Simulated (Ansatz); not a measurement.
The parent structure is Pd in the fcc (Cu type) structure (space group Fm-3m, No. 225; a = 3.878 Å; relaxed with 0.1 eV smearing). Axes: x, y, z lie along the cube axes.

All numbers come from PBEsol/PAW in Ansatz (a quantum-chemistry and plane-wave program), spin-orbit coupling left out.

Before the change:

* **Shortest interatomic distance**: 2.742 Å

One thing is altered: tensile biaxial strain of 0.42 % in the plane normal to [111], as in epitaxy on a mismatched substrate; the out-of-plane cell vector and the atoms relax.

Question: What happens to the shortest interatomic distance and energy relative to the base?

Answer: The shortest interatomic distance decreases by 0.003 Å, from 2.742 Å to 2.739 Å; the energy goes up by 0.5 meV/atom.

No phonon test of stability was made. All final runs are without spin polarisation.
